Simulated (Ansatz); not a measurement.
**GaP (model structure, started from the CsCl type, Pm-3m, No. 221, 2 atoms in the cell): properties by level of theory**

| level (code) | lattice parameter a (Å) | cohesive energy (eV/atom) |
|---|---|---|
| LDA (Ansatz) | 3.140 | 3.65 |
| PBEsol (Ansatz) | 3.161 | 3.22 |
| PBE-D3(BJ) (Ansatz) | 3.161 | 3.12 |
| r²SCAN (Ansatz) | 3.192 | 2.65 |
| r²SCAN+rVV10 (Ansatz) | 3.179 | 2.86 |

Ansatz's density-functional and Hartree–Fock values are scalar-relativistic unless marked +SOC, with PAW data made under PBE.

Free atoms are spin-polarised, in the lowest state found; at levels without +SOC their spin–orbit coupling is left out.

The computed numbers hold no vibrational or temperature effects.

A model structure was made by putting elements into a prototype or built by hand; it is no filed structure, need not be a known phase, and can be a saddle point held by its symmetry.

Ansatz is a quantum-chemistry and plane-wave program.
